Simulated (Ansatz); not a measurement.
End structure of the (111) surface of fcc Au in its 1x1 cell (the real clean face reconstructs), outermost plane spacing 2.40 Å in the ideal cut:

```yaml
crystal:
  lattice:
    - [2.93959, 0.00000, 0.00000]
    - [-1.46980, 2.54576, 0.00000]
    - [0.00000, 0.00000, 28.50000]
  atoms:
    - { symbol: Au, position: [0.33333, 0.66667, 0.28858] }
    - { symbol: Au, position: [0.66667, 0.33333, 0.37379] }
    - { symbol: Au, position: [0.00000, 0.00000, 0.45777] }
    - { symbol: Au, position: [0.33333, 0.66667, 0.54223] }
    - { symbol: Au, position: [0.66667, 0.33333, 0.62621] }
    - { symbol: Au, position: [0.00000, 0.00000, 0.71142] }
```

Model: 6-atom slab, 12.0 Å thick at the start, 15x15x1 mesh, Fermi-Dirac 0.1 eV, dipole correction, all atoms relaxed; start symmetry kept, larger cells not searched; no spin, no spin-orbit, no U.

Problem. Give the work function of the top face at the level PBE in Ansatz (an electronic-structure program).

Solution. 5.20 eV

Problem. Give the surface energy (mean of both faces) at the level PBE.

Solution. 0.72 J/m^2
